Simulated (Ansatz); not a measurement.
Worked example: self-consistent single point of the (001) slab of PtSe2 (cut from a parent of space group no. 164; 6 atoms in the cell) in Ansatz (an electronic-structure program).

Method: PBE (plane waves, PAW; Ansatz).

The change in words: vacuum of 6 angstrom (first run: 14 Å). Reference geometry:
```yaml
crystal:
  lattice:
    - [3.71881, 0.00000, 0.00000]
    - [-1.85940, 3.22058, 0.00000]
    - [0.00000, 0.00000, 21.64779]
  atoms:
    - { symbol: Pt, position: [0.00000, 0.00000, 0.38302] }
    - { symbol: Se, position: [0.33333, 0.66667, 0.44268] }
    - { symbol: Se, position: [0.66667, 0.33333, 0.32336] }
    - { symbol: Pt, position: [0.00000, 0.00000, 0.61698] }
    - { symbol: Se, position: [0.33333, 0.66667, 0.67664] }
    - { symbol: Se, position: [0.66667, 0.33333, 0.55732] }
```

Reference input (self-consistent single point, DFT, PBE, plane waves, default PAW files): basis.ecutwfc = 420 eV; kpoints.mp_grid.grid = 7 7 1; hamiltonian.xc = pbe; hamiltonian.pseudopotentials = {kind: paw} (the program's default PAW files); scf.occupations.method = fermi_dirac; scf.occupations.width = 0.01 eV. This run's input differs from it in these lines:

Ansatz 0.2 input:
```diff
@@ -4,10 +4,10 @@
     - [-1.859405, 3.220584, 0.000000]
-    - [0.000000, 0.000000, 21.647793]
+    - [0.000000, 0.000000, 13.647776]
   atoms:
-    - { symbol: Pt, position: [0.000000, 0.000000, 0.383018] }
-    - { symbol: Se, position: [0.333333, 0.666667, 0.442678] }
-    - { symbol: Se, position: [0.666667, 0.333333, 0.323359] }
-    - { symbol: Pt, position: [0.000000, 0.000000, 0.616982] }
-    - { symbol: Se, position: [0.333333, 0.666667, 0.676641] }
-    - { symbol: Se, position: [0.666667, 0.333333, 0.557322] }
+    - { symbol: Pt, position: [0.000000, 0.000000, 0.314446] }
+    - { symbol: Se, position: [0.333333, 0.666667, 0.409077] }
+    - { symbol: Se, position: [0.666667, 0.333333, 0.219816] }
+    - { symbol: Pt, position: [0.000000, 0.000000, 0.685554] }
+    - { symbol: Se, position: [0.333333, 0.666667, 0.780184] }
+    - { symbol: Se, position: [0.666667, 0.333333, 0.590923] }
 basis:
```

The program printed (abridged):

```
SCF iter   1: F=—  HF=-46924.604398 eV  |F-HF|=—  |Δ(HF+E_count)|=         —  Δρ=3.24e-3  dr2=2.31e-2  ethr=1.77e-3  ⟨swp⟩=6.8  Hψ=1751  notcnv=0  defer=1
all-band conjugate gradients solve this SCF's bands
preconditioner: auto → Resta (q_TF=auto, 2.514 Å⁻¹)
SCF iter   2: F=—  HF=-46924.601858 eV  |F-HF|=—  |Δ(HF+E_count)|=   2.54e-3  Δρ=1.34e-3  dr2=4.75e-3  ethr=2.31e-5  ⟨swp⟩=2.4  Hψ=784  notcnv=0  defer=38
   [... lines left out ...]
SCF iter   5: F=—  HF=-46924.601928 eV  |F-HF|=—  |Δ(HF+E_count)|=   6.86e-5  Δρ=8.52e-5  dr2=1.32e-5  ethr=8.03e-7  ⟨swp⟩=2.0  Hψ=490  notcnv=0  defer=38
SCF iter   6: F=—  HF=-46924.601921 eV  |F-HF|=—  |Δ(HF+E_count)|=   6.76e-6  Δρ=2.80e-5  dr2=1.74e-6  ethr=1.32e-8  ⟨swp⟩=2.0  Hψ=629  notcnv=0  defer=38
SCF iter   7: F=—  HF=-46924.601923 eV  |F-HF|=—  |Δ(HF+E_count)|=   1.76e-6  Δρ=9.12e-6  dr2=1.66e-7  ethr=1.74e-9  ⟨swp⟩=2.0  Hψ=777  notcnv=0  defer=38
SCF iter   8: F=-46924.601923 eV  HF=-46924.601923 eV  |F-HF|=1.91e-8  |Δ(HF+E_count)|=   2.45e-7  Δρ=2.98e-6  dr2=1.30e-8  ethr=1.00e-10  ⟨swp⟩=11.0  Hψ=2134  notcnv=0
SCF 1 converged in 8 iterations: F = -46924.601923 eV  dr2 = 1.30e-8
Free energy (F): -46924.601923 eV
Internal energy: -46924.601923 eV  (E = F + TS)
E sigma→0 (E₀):  -46924.601923 eV
Fermi energy:    8.636231 eV
--- Forces (eV/Å), atoms counted from 1 ---
  atom   1  Pt     0.00000000    -0.00000000     0.15476903
  atom   2  Se     0.00000000    -0.00000000     0.13344688
  atom   3  Se    -0.00000000     0.00000000    -0.51253262
  atom   4  Pt    -0.00000000     0.00000000    -0.15476903
  atom   5  Se     0.00000000    -0.00000000     0.51253262
  atom   6  Se    -0.00000000     0.00000000    -0.13344688
--- Stress (GPa, compression-positive) ---
        3.847178       0.000000       0.000000
        0.000000       3.847178      -0.000000
        0.000000      -0.000000       2.710436
  P = ⅓ Tr σ = 3.4683 GPa (34.683 kbar)
  The stress holds the Pulay correction. Without it, at fixed plane waves, as pw.x and ABINIT print it: P = 3.4439 GPa
```

The run converged in 8 iterations. Against the reference run the free energy is nearly the same (within 1 meV/atom), the largest force moves little (0.509 to 0.513 eV/Å) and the gap on the mesh goes from 0.468 to 0.485 eV.

The starting cell has typed, rounded lattice constants, without a prior relaxation at this level. The slab is cut from that crystal, and its faces are unrelaxed. Its lattice was rescaled by up to half a per cent. Spin-orbit coupling is off. Spin polarisation is off, though cut faces can carry moments; a gap of a slab can lie between surface states.
